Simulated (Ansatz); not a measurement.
## Mn(OH)2 (space group P-3m1, No. 164; ferromagnetic; a cell from a computed database, its experimental status unchecked; layered)

```
Mn(OH)2
1.0
    3.30374     0.00000     0.00000
   -1.65187     2.86112     0.00000
    0.00000     0.00000     4.56293
Mn H O
1 2 2
Direct
  0.00000   0.00000   0.00000
  0.33333   0.66667   0.44671
  0.66667   0.33333   0.55329
  0.33333   0.66667   0.23213
  0.66667   0.33333   0.76787
```

Level of theory: PBEsol (Ansatz, an electronic-structure program; PAW; 420 eV plane waves; scalar-relativistic without spin-orbit coupling). Settings: 11×11×7 k-points, 0.05 eV Fermi–Dirac smearing.

```json
{
  "volume_per_atom": "8.63 Å³",
  "density": "3.42 g/cm³",
  "band_gap": "0.34 eV, indirect, A → Γ",
  "electron_mass": "0.48 mₑ along c, 0.36 mₑ across",
  "magnetic_state": "ferromagnetic",
  "total_energy": "-1004.416 eV/atom (σ→0; compares only within this code and set-up)"
}
```

Effective masses come from finite differences of ±0.01 Å⁻¹. Stability against distortions was not tested. No Hubbard U is applied and the magnetic state is the run's own (Mn(OH)2 ferromagnetic); small cells can't hold the antiferromagnetic order that many such compounds have, so gaps and moments can be off. The base started in Cm and relaxed to P-3m1 at this level. No dispersion term is included in the PBEsol runs.
